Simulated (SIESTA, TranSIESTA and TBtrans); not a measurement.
# Ru chain bridged by a linear C6 unit along the axis

Junction: Ru chain bridged by a linear C6 unit along the axis. Leads: straight Ru chain, spacing 2.25 Å. Geometry: as built, not relaxed.

Computed with TranSIESTA and TBtrans, PBE, DZP numerical orbitals (energy shift 0.15 eV), PseudoDojo norm-conserving scalar-relativistic potentials, mesh cutoff 200 Ry, 300 K, spin-polarised (collinear), no spin-orbit coupling; self-consistent non-equilibrium Green functions.

```
Quantity                           Value
---------------------------------  -----
Conductance at 300 K (G0 = 2e²/h)   1.98
Mean T from −0.5 to 0.5 eV          1.96
```

Energies count from the leads' Fermi level. Transmissions are for each spin. The energy step is 0.01 eV; narrower resonances are cut or missed.

| E (eV) | T up | T down | lead channels up | down |
|---|---|---|---|---|
| -2.00 | 1.69 | 1.93 | 3 | 3 |
| -1.90 | 1.68 | 1.93 | 3 | 3 |
| -1.80 | 1.68 | 1.93 | 3 | 3 |
| -1.70 | 1.70 | 1.94 | 5 | 3 |
| -1.60 | 1.72 | 1.95 | 6 | 3 |
| -1.50 | 1.75 | 1.96 | 6 | 3 |
| -1.40 | 1.78 | 1.97 | 6 | 3 |
| -1.30 | 1.82 | 1.98 | 6 | 3 |
| -1.20 | 1.85 | 1.98 | 6 | 3 |
| -1.10 | 1.88 | 1.99 | 6 | 4 |
| -1.00 | 1.90 | 2.00 | 6 | 4 |
| -0.90 | 1.93 | 2.00 | 6 | 4 |
| -0.80 | 1.94 | 2.00 | 6 | 4 |
| -0.70 | 1.96 | 2.00 | 6 | 4 |
| -0.60 | 1.97 | 1.99 | 6 | band edge |
| -0.50 | 1.98 | 1.99 | 6 | 6 |
| -0.40 | 1.99 | 1.98 | 4 | 6 |
| -0.30 | 2.00 | 1.97 | 4 | 6 |
| -0.20 | 2.00 | 1.97 | 4 | 6 |
| -0.10 | 2.00 | 1.96 | 4 | 6 |
| 0.00 | 1.99 | 1.96 | 4 | 6 |
| 0.10 | 1.98 | 1.95 | 4 | 6 |
| 0.20 | 1.97 | 1.95 | 4 | 6 |
| 0.30 | 1.94 | 1.94 | 4 | 6 |
| 0.40 | 1.91 | 1.94 | 4 | 6 |
| 0.50 | 1.87 | 1.93 | 4 | 6 |
| 0.60 | 1.82 | 1.92 | 4 | 6 |
| 0.70 | 1.75 | 1.91 | 4 | 6 |
| 0.80 | 1.68 | 1.89 | 4 | 4 |
| 0.90 | 1.61 | 1.87 | 4 | 4 |
| 1.00 | 1.52 | 1.85 | 4 | 4 |
| 1.10 | 1.42 | 1.82 | 4 | 4 |
| 1.20 | 1.32 | 1.79 | 3 | 4 |
| 1.30 | 1.20 | 1.76 | 3 | 4 |
| 1.40 | 1.06 | 1.72 | 3 | 4 |
| 1.50 | 0.88 | 1.68 | 3 | 4 |
| 1.60 | 0.65 | 1.63 | 3 | 4 |
| 1.70 | 0.33 | 1.58 | 3 | 4 |
| 1.80 | 3.1e-5 | 1.53 | 1 | 4 |
| 1.90 | 1.8e-5 | 1.48 | 1 | 4 |
| 2.00 | 1.7e-5 | 1.41 | 1 | 3 |

The magnetic order of the leads was set by the start, and no other order was tried; the separate lead runs end at 1.33 (left) and 1.33 (right) μB an atom. The straight chain is held at its spacing; free chains may zigzag or dimerise.
